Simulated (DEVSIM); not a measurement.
System: Si p+/n-/n+ power diode, at 400 K.

```
layer (left to right)  material  thickness (μm)  Nd (cm⁻³)  Na (cm⁻³)  τn (s)  τp (s)
---------------------  --------  --------------  ---------  ---------  ------  ------
1                            Si           0.570          -     5.8e18  2.2e-7  2.2e-7
2                            Si            21.0     5.7e15          -  2.2e-7  2.2e-7
3                            Si            5.20     1.7e18          -  2.2e-7  2.2e-7
```

Left contact: ohmic. Right contact: ohmic. Voltage is applied to the left contact. Recombination: SRH at mid-gap, Auger. Mobility is constant in doping. Where it depends on doping, it is μmin + (μ − μmin)/(1 + (N/Nref)^α).

This is a model device: material constants are rounded textbook-type values typed into the input, and sizes, dopings and lifetimes were drawn at random. Values at 300 K; Nc and Nv go as T^1.5, mobilities as T to minus their exponent, the gap by Varshni's rule with the affinity fixed. The table also holds parameters that only a changed run uses.

| parameter | Si |
|---|---|
| gap (eV) | 1.124 |
| affinity (eV) | 4.05 |
| permittivity | 11.7 |
| Nc (cm⁻³) | 2.86e19 |
| Nv (cm⁻³) | 3.1e19 |
| μn (cm²/Vs) | 1417 |
| μp (cm²/Vs) | 470 |
| μn,min | 52 |
| μp,min | 45 |
| Nref,n | 9.7e16 |
| Nref,p | 2.2e17 |
| αn | 0.68 |
| αp | 0.72 |
| T exponent of μn | 2.3 |
| T exponent of μp | 2.2 |
| Cn (cm⁶/s) | 2.8e-31 |
| Cp (cm⁶/s) | 9.9e-32 |
| Varshni α (eV/K) | 0.000473 |
| Varshni β (K) | 636 |

Simulated with DEVSIM: 1D drift-diffusion, Boltzmann statistics, complete ionisation; no tunnelling, impact ionisation, image-force lowering or self-heating.

Base results: dark forward voltage at 100 A/cm² (V) 0.665; potential step across the device at zero bias (V) 0.912; dark forward voltage at 1 A/cm² (V) 0.426.

Problem. What follows from this one change: temperature 400 → 350 K?

Solution. dark forward voltage at 100 A/cm² 0.665 → 0.739 V; potential step across the device at zero bias 0.912 → 0.961 V; dark forward voltage at 1 A/cm² 0.426 → 0.534 V.

Problem. What follows from this one change: doping Nd of layer 2 5.7e+15 → 1.7e+14 cm^-3?

Solution. dark forward voltage at 100 A/cm² little changed (0.665 V); potential step across the device at zero bias little changed (0.912 V); dark forward voltage at 1 A/cm² 0.426 → 0.391 V.

Problem. What follows from this one change: thickness of layer 1 0.57 → 0.11 μm?

Solution. dark forward voltage at 100 A/cm² 0.665 → 0.639 V; potential step across the device at zero bias little changed (0.912 V); dark forward voltage at 1 A/cm² 0.426 → 0.414 V.

Problem. What follows from this one change: doping-dependent mobility in place of the constant one?

Solution. dark forward voltage at 100 A/cm² 0.665 → 0.696 V; potential step across the device at zero bias little changed (0.912 V); dark forward voltage at 1 A/cm² 0.426 → 0.430 V.
